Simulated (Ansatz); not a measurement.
NbB2 (model structure, started from the MoSi2 type, I4/mmm, No. 139, 3 atoms in the cell) was calculated with LDA (PAW; Ansatz, an electronic-structure program).

Settings: plane-wave cutoff 520 eV, 26×26×26 k mesh, Fermi–Dirac smearing 0.05 eV, no spin polarisation, scalar-relativistic PAW data made under PBE.

Cell (relaxed at this level):

```yaml
crystal:
  lattice:
    - [-1.60688, 1.60688, 3.03481]
    - [1.60688, -1.60688, 3.03481]
    - [1.60688, 1.60688, -3.03481]
  atoms:
    - { symbol: Nb, position: [0.00000, 0.00000, 0.00000] }
    - { symbol: B, position: [0.36996, 0.36996, 0.00000] }
    - { symbol: B, position: [0.63004, 0.63004, 0.00000] }
```

Problem. Predict the bulk modulus.

Solution. 
bulk modulus: 223 GPa

Note: the run has no spin polarisation, so it can have missed a magnetic state; the bulk modulus is −V dP/dV from two relaxed cells at ±2 % in volume; the relaxation could raise the start's symmetry but not lower it, so the cell can be a saddle point.

Computed values are for the static lattice.

Computing time: very roughly 13 core-minutes.

A model structure was made by putting elements into a prototype or built by hand; it is no filed structure, need not be a known phase, and can be a saddle point held by its symmetry.
